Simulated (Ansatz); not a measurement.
The starting structures come from a database of crystals and need not be the phases stable at ambient conditions.

Input:

```
CELL_PARAMETERS angstrom
      4.03934     0.00000     0.00000
     -0.00336     5.71131     0.00000
     -0.00168     2.85565     2.85684
ATOMIC_POSITIONS crystal
  Sc 0.00000 0.00000 0.00000
  F  0.99807 0.50000 0.50193
  F  0.50000 0.00193 0.99614
  F  0.00193 0.99807 0.50193
```

The cell is taken as given; by r2SCAN it stands under a pressure of -0.7 GPa.

Transport runs along the normal of the first two printed cell vectors, the (110) plane of the conventional cell.

The gap is the functional's own. No spin-orbit coupling. Mid-gap values are those at the computed energy nearest the middle.

Give the band gap and the smallest decay constant κ at mid-gap that r2SCAN run with Ansatz (a program for electronic structure) yields.

Gap 6.94 eV on a 10×10×10 mesh; κ = 0.578 1/Å, at the zone centre.
